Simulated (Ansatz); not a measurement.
Energy of zinc-blende KBr (model structure) less that of rock-salt KBr, by level of theory

No measured value is used here.

```tsv
level (code)	value (meV/atom)
LDA (Ansatz)	166
PBE (Ansatz)	93
PBE-D3(BJ) (Ansatz)	159
r²SCAN (Ansatz)	…
HSE06 (Ansatz)	100
```

**Question.** Complete the blanks.

**Answer.** 
- r²SCAN (Ansatz, a first-principles code), value (meV/atom): 141

Each level is taken at its own relaxed cell. Ansatz's density-functional and Hartree–Fock values are scalar-relativistic unless marked +SOC, with PAW data made under PBE.

A model structure was made by putting elements into a prototype or built by hand; it is no filed structure, need not be a known phase, and can be a saddle point held by its symmetry.
